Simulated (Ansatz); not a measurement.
Cl_F in rock-salt LiF: one set of geometries, relaxed with PBE, evaluated in Ansatz (PAW, plane waves to 420 eV, 500 eV under r2SCAN) with PBE, r2SCAN.

Details: 64-site cell; 2×2×2 shifted k-points; start: the F site; charged states image-corrected; energies good to tenths of an eV.

```json
[
 {"quantity": "host gap (eV)", "PBE": "8.83", "r2SCAN": "9.79"},
 {"quantity": "ε(+1/0) above the VBM (eV)", "PBE": "0.36", "r2SCAN": "0.51"},
 {"quantity": "largest moment on one atom at charge +1 (μB)", "PBE": "0.37", "r2SCAN": "0.42"},
 {"quantity": "neutral formation energy against Cl2 molecule in a box, F2 molecule in a box (eV)", "PBE": "3.55", "r2SCAN": "3.35"}
]
```

PBE narrows the gap by 0.96 eV against r2SCAN, the highest level run, and puts the levels 0.15 eV lower above the valence-band maximum on average.

Ansatz is a quantum-chemistry and plane-wave program.
